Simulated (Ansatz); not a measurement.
Data:

End structure of the (101) surface of tetragonal WSi2 in its 1x1 cell (cut with top plane W, bottom plane W), outermost plane spacing 1.00 Å in the ideal cut (one of several cuts of this face), with 1 W a cell over the bulk's ratio:

```xyz
13
Lattice="3.2292 0.0000 0.0000 1.6146 4.2523 0.0000 0.0000 0.0000 28.0000" Properties=species:S:1:pos:R:3 pbc="T T T"
W      1.6146     2.9751     8.1931
Si     3.2292     1.1126     8.9473
Si     3.2292     3.6042     9.9958
W      1.6145     1.7629    11.0446
Si     1.6145     4.2088    12.0024
Si     3.2292     2.3881    12.9994
W      1.6146     0.5740    14.0000
Si     1.6146     3.0121    15.0006
Si     3.2292     1.1915    15.9976
W      3.2292     3.6373    16.9554
Si     1.6146     1.7960    18.0042
Si     1.6146     4.2876    19.0527
W      3.2292     2.4252    19.8069
```

Set-up: 13 atoms, Si8W5, 11.9 Å thick at the start; mesh 12x9x1; 0.1 eV smearing; dipole correction on; all atoms relaxed; held to the part of the start's symmetry that mesh and held atoms allow; no spin, no spin-orbit, no U.

Task: Give the work function of the top face at the level PBE (Ansatz, a first-principles code).

Result: 3.93 eV
